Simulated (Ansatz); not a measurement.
The starting structures come from a database of crystals and need not be the phases stable at ambient conditions.

 Where the default PAW files enter, the runs use the earlier of Ansatz's two default sets.

By PBEsol, the system below comes out a metal.

The ballistic (Sharvin) conductance counts the channels at the Fermi level: G/A = (e²/h) × channels of both spins per area.

Input:

```xyz
2
Lattice="3.3701 0.0000 0.0000 0.0140 4.7554 0.0000 -1.6754 -0.0050 1.7194" Properties=species:S:1:pos:R:3 pbc="T T T"
P      0.0035     1.1916     0.0000
P      0.0105     3.5638     0.0000
```

Space group of this cell: P-1. The cell is strained (lengths across the current scaled by 0.98, ions clamped); by PBEsol its mean pressure is 4.0 GPa.

The current flows along the normal of the first two printed cell vectors. No spin-orbit coupling; the value is a mean over 0.1 eV about the Fermi level.

Q: Compute, with PBEsol (Ansatz, a quantum-chemistry and plane-wave program), the ballistic conductance per area.

A: 1.4 × 10¹⁵ S/m² for both spins.
